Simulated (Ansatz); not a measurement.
The starting structures come from a database of crystals and need not be the phases stable at ambient conditions.

By PBEsol, the system below comes out a metal.

Without scattering a metal conducts by its projected Fermi surface.

Consider the following.

```xyz
2
Lattice="4.6914 0.0000 0.0000 -2.3457 4.0629 0.0000 2.3457 1.3543 1.9153" Properties=species:S:1:pos:R:3 pbc="T T T"
Zr     0.0000     2.7086     0.9576
Ir     0.0000     0.0000     0.0000
```

The cell is taken as given; by PBEsol it stands under a pressure of -8.4 GPa.

The current flows along the normal of the first two printed cell vectors, the (111) plane of the conventional cell. No spin-orbit coupling; the value is a mean over 0.1 eV about the Fermi level.

Question: Compute, with PBEsol (Ansatz, a first-principles code), the ballistic conductance per area.

Answer: 1.3 × 10¹⁵ S/m² for both spins.
